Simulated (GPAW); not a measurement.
Band structure of Zn2GaCuSe4 (I-42m, 8 atoms in the cell).

```xyz
8
Lattice="-2.8533 2.8533 5.6821 2.8533 -2.8533 5.6821 2.8533 2.8533 -5.6821" Properties=species:S:1:pos:R:3 pbc="T T T"
Zn     0.0000     2.8533     2.8410
Zn     2.8533     0.0000     2.8410
Ga     0.0000     0.0000     5.6821
Cu     0.0000     0.0000     0.0000
Se     1.4195     1.4195    -1.3961
Se    -1.4338     1.4338     7.0782
Se     1.4338     1.4338     4.2860
Se     1.4338    -1.4338     7.0782
```

Method: LDA (Perdew-Wang 92), GPAW PAW datasets LDA (gpaw-data 1.0.1) (plane waves; GPAW).

Settings: mode = pw; ecut = 800 eV; xc = LDA; kpts = 3 3 3; mesh shift (steps) = 0 0 0; occupations.name = fermi-dirac; occupations.width = 0.02 eV; nbands = -6; convergence.density = 1e-05 e/electron; convergence.bands = -4; symmetry.symmorphic = false; symmetry.tolerance = 0.0005; maxiter = 120; bandpath_npoints = 40.

The starting cell comes from a database of computed structures (which also holds hypothetical and non-ambient phases and stackings), without a prior relaxation at this level. Spin polarisation is off.

Predict the gap along the standard path and the places of the band edges.

The gap along the path is 0.26 eV, direct at Γ to within 0.01 eV.

Levels in eV from the top of the valence band on the SCF mesh, bands 28 to 35:
```json
[
 {"point": "Γ", "28": "-1.26", "29": "-0.06", "30": "-0.06", "31": "0.00", "32": "0.26", "33": "2.25", "34": "2.58", "35": "4.46"},
 {"point": "X", "28": "-0.81", "29": "-0.58", "30": "-0.52", "31": "-0.34", "32": "1.24", "33": "1.70", "34": "3.40", "35": "3.44"},
 {"point": "Y", "28": "-0.99", "29": "-0.71", "30": "-0.54", "31": "-0.53", "32": "1.50", "33": "2.00", "34": "3.82", "35": "3.94"},
 {"point": "S", "28": "-1.37", "29": "-0.99", "30": "-0.59", "31": "-0.53", "32": "2.23", "33": "2.84", "34": "3.14", "35": "3.57"},
 {"point": "Z", "28": "-1.55", "29": "-0.93", "30": "-0.63", "31": "-0.63", "32": "1.95", "33": "2.26", "34": "2.26", "35": "2.75"},
 {"point": "S1", "28": "-1.37", "29": "-0.99", "30": "-0.59", "31": "-0.53", "32": "2.23", "33": "2.84", "34": "3.14", "35": "3.57"},
 {"point": "N", "28": "-1.18", "29": "-0.99", "30": "-0.97", "31": "-0.47", "32": "2.41", "33": "3.31", "34": "3.54", "35": "3.88"},
 {"point": "P", "28": "-0.91", "29": "-0.81", "30": "-0.49", "31": "-0.49", "32": "1.64", "33": "2.57", "34": "2.57", "35": "3.19"},
 {"point": "Y1", "28": "-0.99", "29": "-0.71", "30": "-0.54", "31": "-0.53", "32": "1.50", "33": "2.00", "34": "3.82", "35": "3.94"}
]
```
